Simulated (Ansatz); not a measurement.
The parent structure is ZnCu2SnS4 (space group I-4, No. 82; a = 5.3737 Å, c = 10.7548 Å). Axes: x, y, z lie along a, b, c of the conventional cell.

Structures relaxed with PBEsol (Ansatz, an electronic-structure program), without spin-orbit coupling.

Base:

Simulated powder pattern, Co Kα, λ = 1.79026 Å (kinematic, ideal powder, no thermal factors, no anomalous dispersion; the 14 strongest lines at most, above 2 %, up to 2θ = 90°):

| 2θ (°) | I/Imax (%) | hkl |
|---|---|---|
| 21.46 | 3.9 | (101) |
| 33.53 | 100 | (112) |
| 34.93 | 2.4 | (103) |
| 38.89 | 5.2 | (004) |
| 38.92 | 10 | (200) |
| 44.87 | 2.6 | (121) |
| 56.20 | 37 | (204) |
| 56.22 | 18 | (220) |
| 67.03 | 13 | (116) |
| 67.07 | 26 | (132) |
| 70.47 | 4.0 | (224) |
| 83.49 | 3.0 | (008) |
| 83.56 | 5.8 | (400) |

Perturbation: the cell is compressed by 2.25 % along x with no lateral relaxation; the atoms relax in the strained cell.

After the change:

Simulated powder pattern, Co Kα, λ = 1.79026 Å (kinematic, ideal powder, no thermal factors, no anomalous dispersion; the 14 strongest lines at most, above 2 %, up to 2θ = 90°):

| 2θ (°) | d (Å) | I/Imax (%) | hkl |
|---|---|---|---|
| 33.80 | 3.079 | 100 | (112) |
| 38.89 | 2.689 | 5.3 | (004) |
| 38.92 | 2.687 | 5.3 | (020) |
| 39.85 | 2.626 | 5.1 | (200) |
| 56.20 | 1.901 | 19 | (024) |
| 56.91 | 1.879 | 18 | (204) |
| 56.93 | 1.878 | 18 | (2 -2 0) |
| 67.19 | 1.618 | 13 | (1 -1 6) |
| 67.23 | 1.617 | 13 | (132) |
| 68.51 | 1.590 | 12 | (3 -1 2) |
| 71.09 | 1.540 | 4.0 | (224) |
| 83.49 | 1.344 | 3.0 | (008) |
| 83.56 | 1.343 | 3.0 | (040) |
| 85.94 | 1.313 | 2.8 | (400) |

The indices refer to the base's conventional cell; one index is shown for lines that coincide. The space group is now C2 (No. 5).

No phonon test of stability was made. The final runs are not spin-polarised.
